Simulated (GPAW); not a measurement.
## A series of runs on Ti6Ge2B (P-62m, 9 atoms in the cell)

```yaml
crystal:
  lattice:
    - [6.80662, 0.00000, 0.00000]
    - [-3.40331, 5.89471, 0.00000]
    - [0.00000, 0.00000, 3.34997]
  atoms:
    - { symbol: Ti, position: [0.00000, 0.76479, 0.00000] }
    - { symbol: Ti, position: [0.76479, 0.00000, 0.00000] }
    - { symbol: Ti, position: [0.23521, 0.23521, 0.00000] }
    - { symbol: Ti, position: [0.00000, 0.39464, 0.50000] }
    - { symbol: Ti, position: [0.39464, 0.00000, 0.50000] }
    - { symbol: Ti, position: [0.60536, 0.60536, 0.50000] }
    - { symbol: Ge, position: [0.33333, 0.66667, 0.00000] }
    - { symbol: Ge, position: [0.66667, 0.33333, 0.00000] }
    - { symbol: B, position: [0.00000, 0.00000, 0.50000] }
```

Base run A: GPAW with PBEsol, GPAW PAW datasets PBEsol (made by gpaw-setup), self-consistent single point.

Its settings: mode = pw; ecut = 950 eV; xc = PBEsol; kpts = 3 3 5; mesh shift (steps) = 0 0 0; occupations.name = methfessel-paxton; occupations.width = 0.272 eV; occupations.order = 0; nbands = -17; symmetry.symmorphic = false; symmetry.tolerance = 0.0005; maxiter = 100.

The starting cell comes from a database of computed structures (which also holds hypothetical and non-ambient phases and stackings), without a prior relaxation at this level. Its lattice was rescaled by a random factor within 2.5 % of one. Spin polarisation is off. Without a gap this mesh is coarse (it stands for a supercell whose shortest vector is 17 Å).

ΔF is the free energy per atom less that of run A. 

Run A gave: largest force (eV/Å) 0.087; TS (meV/atom) 24.2; k-points 9.

Runs:
- B: kpts, occupations.width = 2 2 4, 0.03 eV
- C: kpts, occupations.width = 2 2 4, 0.1 eV
- D: kpts, occupations.width = 2 2 4, 0.3 eV
- E: kpts, occupations.width = 3 3 5, 0.03 eV
- F: kpts, occupations.width = 3 3 5, 0.1 eV
- G: kpts, occupations.width = 3 3 5, 0.3 eV
- H: kpts, occupations.width = 3 3 6, 0.03 eV
- I: kpts, occupations.width = 3 3 6, 0.1 eV
- J: kpts, occupations.width = 3 3 6, 0.3 eV

Task: What does run F change against A?

Result: The free energy goes up by 9.8 meV/atom and the largest force goes from 0.087 to 0.108 eV/Å.

Task: What does run J change against A?

Result: The free energy drops by 1.7 meV/atom and the largest force goes from 0.087 to 0.076 eV/Å.

Task: What does run I change against A?

Result: The free energy goes up by 12.2 meV/atom and the largest force goes from 0.087 to 0.076 eV/Å.

| run | ΔF (meV/atom) | largest force (eV/Å) | TS (meV/atom) | k-points |
|---|---|---|---|---|
| A | 0.00 | 0.087 | 24.2 | 9 |
| B | 12.1 | 0.142 | 0.4 | 6 |
| C | 10.9 | 0.137 | 2.4 | 6 |
| D | -1.53 | 0.097 | 29.5 | 6 |
| E | 10.8 | 0.122 | 0.3 | 9 |
| F | 9.8 | 0.108 | 2.3 | 9 |
| G | -2.6 | 0.091 | 29.8 | 9 |
| H | 14.1 | 0.069 | 0.7 | 12 |
| I | 12.2 | 0.076 | 3.5 | 12 |
| J | -1.67 | 0.076 | 30.9 | 12 |
